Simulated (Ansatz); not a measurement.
Structures of equal composition on the (110) surface of bcc Mo: one row in 2 of the top plane missing; a cell of two sites (a+b, b-a), one Mo site of the top plane empty. The slabs share one bottom face, and each structure is named by its start. These are constructed structures in small cells; real faces may alloy, dewet or reconstruct in larger ones, and not all known structures of the face are among them. Slabs of about 11 Å, Fermi-Dirac smearing of 0.1 eV. Bottom of the slabs: a bare face, its two planes held. Relaxed from the named starts with such symmetry as they have, on meshes of like density; energies extrapolated to zero smearing; spin only where a row says so; no spin-orbit coupling, no U. Brackets mark spin-polarised runs, whose order is one that fits the cell. The cells differ, so small differences also carry the error of unlike k-meshes.

Calculation: PBE (plane waves to 420 eV, PAW; Ansatz, a quantum-chemistry and plane-wave program).

Problem. Put the candidates in order of energy per 1x1 cell, lowest first, for PBE.

Solution. one row in 2 of the top plane missing (0.00 eV), a cell of two sites (a+b, b-a), one Mo site of the top plane empty (0.18 eV)
